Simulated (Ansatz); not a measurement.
Several settings converged on Bi (R-3m, 2 atoms in the cell)

```xyz
2
Lattice="4.1450 -2.2636 0.0000 4.1450 2.2636 0.0000 2.9088 0.0000 3.7207" Properties=species:S:1:pos:R:3 pbc="T T T"
Bi     2.6680     0.0000     0.8864
Bi     8.5783     0.0000     2.8501
```

Base method: PBEsol, default PAW files made with PBE (plane waves; Ansatz, a first-principles code).

Base settings: basis.ecutwfc = 420 eV; kpoints.mp_grid.grid = 9 9 9; hamiltonian.xc = pbesol; hamiltonian.pseudopotentials = {kind: paw} (the program's default PAW files); scf.occupations.method = gaussian; scf.occupations.width = 0.1 eV.

The count of work is k-points × plane waves × bands × iterations; it is no time. 

**The width of Fermi-Dirac smearing**

In this ladder: kpoints.mp_grid.grid = 15 15 15; scf.occupations.method = fermi_dirac.

Narrow widths need finer meshes than wide ones, so the last steps can hold mesh noise.

Only quantities that move along the ladder and can be compared are tabulated; pressure and forces are left out, as mesh noise rules them at narrow widths.

```tsv
scf.occupations.width	free energy less the last step's (meV/atom)	energy extrapolated to zero width less the last step's (meV/atom)
1 eV	-902.81	87.93
0.5 eV	-182.23	38.16
0.3 eV	-50.18	15.48
0.2 eV	-16.52	6.55
0.1 eV	-1.95	0.88
0.05 eV	0.00	0.00
```

Widest scf.occupations.width that holds the free energy within 5 meV/atom of the last step, with all finer ones: 0.1 eV; the step before is off by 17 meV/atom.

Widest scf.occupations.width that holds the energy extrapolated to zero width within 2 meV/atom of the last step, with all finer ones: 0.1 eV; the step before is off by 6.6 meV/atom.

The extrapolation to zero width removes most of the smearing's effect on the energy.

**The width of Methfessel-Paxton smearing**

In this ladder: kpoints.mp_grid.grid = 15 15 15; scf.occupations.method = methfessel_paxton.

Narrow widths need finer meshes than wide ones, so the last steps can hold mesh noise.

Only quantities that move along the ladder and can be compared are tabulated; pressure and forces are left out, as mesh noise rules them at narrow widths.

```csv
scf.occupations.width,free energy less the last step's (meV/atom)
1 eV,26.38
0.5 eV,6.33
0.3 eV,1.42
0.2 eV,0.32
0.1 eV,0.06
0.05 eV,0.00
```

Widest scf.occupations.width that holds the free energy within 1 meV/atom of the last step, with all finer ones: 0.2 eV; the step before is off by 1.4 meV/atom.

**The mesh under tetrahedron occupations**

In this ladder: scf.occupations.method = tetrahedron; scf.occupations.width = default.

Only quantities that move along the ladder and can be compared are tabulated.

```tsv
kpoints.mp_grid.grid	free energy less the last step's (meV/atom)	pressure (GPa)	largest difference of a force vector from the last step's (eV/Å)	count of work / last
4 4 4	-23.32	-0.64	0.261	0.015
5 5 5	-21.85	-0.75	0.154	0.018
6 6 6	-9.03	-0.51	0.134	0.031
7 7 7	-13.59	-0.62	0.027	0.042
9 9 9	-5.76	-0.53	0.022	0.095
11 11 11	-2.91	-0.52	0.010	0.16
13 13 13	-1.64	-0.51	0.000	0.26
17 17 17	-0.39	-0.49	0.002	0.55
21 21 21	0.00	-0.49	0.000	1.0
```

Coarsest kpoints.mp_grid.grid that holds the pressure within 0.05 GPa of the last step, with all finer ones: 9 9 9, at 0.095 of the last step's count of work; the step before is off by 0.13 GPa.

Coarsest kpoints.mp_grid.grid that holds the free energy within 5 meV/atom of the last step, with all finer ones: 11 11 11, at 0.16 of the last step's count of work; the step before is off by 5.8 meV/atom.

Coarsest kpoints.mp_grid.grid that holds the forces within 0.02 eV/Å of the last step, with all finer ones: 11 11 11, at 0.16 of the last step's count of work; the step before is off by 0.022 eV/Å.

On the base run: the starting cell has typed, rounded lattice constants, without a prior relaxation at this level. Its lattice was rescaled by up to half a per cent. One atom was moved a little off its site on purpose. Ansatz's pressure includes its estimate of the finite-basis (Pulay) stress.

Left out of this page: 4 runs of the series outside the window shown, repeating another row's setting, or not comparable.

Keys are those of Ansatz 0.2.
